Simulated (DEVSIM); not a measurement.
System: abrupt GaSb p-n junction, at 300 K.

Layer 1 from the left is GaSb, thickness (μm) 92.0, Na (cm⁻³) 1.2e17, τn (s) 3.2e-10, τp (s) 3.2e-10. Layer 2 from the left is GaSb, thickness (μm) 58.0, Nd (cm⁻³) 2.5e16, τn (s) 3.2e-10, τp (s) 3.2e-10.

Left contact: ohmic. Right contact: ohmic. Voltage is applied to the left contact. Recombination: SRH at mid-gap, Auger. Mobility is μmin + (μ − μmin)/(1 + (N/Nref)^α).

Constants are typed, rounded textbook-type inputs, not results; the design itself was drawn at random and stands for no fabricated device. Values at 300 K.

GaSb: gap (eV) 0.726, affinity (eV) 4.06, permittivity 15.7, Nc (cm⁻³) 2.1e17, Nv (cm⁻³) 1.8e19, μn (cm²/Vs) 5000, μp (cm²/Vs) 850, μn,min 1000, μp,min 190, Nref,n 2.8e17, Nref,p 9e17, αn 1.05, αp 0.65, Cn (cm⁶/s) 5e-30, Cp (cm⁶/s) 5e-30.

Question: Estimate by hand the built-in potential, the peak field at zero bias, and compare with a numerical solution.

Answer: 
- Built-in potential: ni = √(Nc Nv) exp(−Eg/2kT) = 1.55e12 cm⁻³ with Eg = 0.726 eV; Vbi = kT/q ln(Na Nd/ni²) = 0.541 V; numerical 0.541 V.
- Peak field at zero bias: depletion approximation: W = √(2εVbi/(qN)) = 0.213 μm with N = 2.07e16 cm⁻³; field = 2Vbi/W = 50800 V/cm; numerical 48400 V/cm (estimate above by 4.9 %).

DEVSIM, 1D drift-diffusion, Boltzmann statistics, complete ionisation; no tunnelling, impact ionisation, image-force lowering or self-heating.
